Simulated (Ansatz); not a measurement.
The starting structures come from a database of crystals and need not be the phases stable at ambient conditions.

## Evanescent states of SiO2 (P4_32_12, not sure to be the ambient phase, 12 atoms a cell, 14.2 Å³ an atom) along the normal of (110)

Method: r2SCAN (plane waves, PAW; Ansatz, a quantum-chemistry and plane-wave program).

No gap correction and no spin-orbit coupling; mid-gap values are interpolated between computed energies.

Energies count from the valence-band top; κ is the least over a 6×4 mesh across the current.

| E (eV) | κ (1/Å) | where |
|---|---|---|
| 0.14 | 0.262 | Γ |
| 0.43 | 0.414 | Γ |
| 0.72 | 0.499 | Γ |
| 1.01 | 0.549 | Γ |
| 1.30 | 0.557 | Γ |
| 1.59 | 0.562 | Γ |
| 1.89 | 0.563 | Γ |
| 2.17 | 0.562 | Γ |
| 2.46 | 0.558 | Γ |
| 2.75 | 0.551 | Γ |
| 3.04 | 0.542 | Γ |
| 3.33 | 0.530 | Γ |
| 3.62 | 0.516 | Γ |
| 3.92 | 0.498 | Γ |
| 4.21 | 0.477 | Γ |
| 4.50 | 0.453 | Γ |
| 4.79 | 0.424 | Γ |
| 5.08 | 0.391 | Γ |
| 5.37 | 0.350 | Γ |
| 5.66 | 0.299 | Γ |
| 5.95 | 0.233 | Γ |
| 6.24 | 0.128 | Γ |

How thick must the barrier be to attenuate the transmission by 10^4 when the electrodes' Fermi level lies at 2.46 eV, and what attenuation does that film give at 0.14 eV?

d = 4 ln 10 / (2 × 0.558) = 8.3 Å. At 0.14 eV it gives 4 × 0.262/0.558 = 1.9 decades.
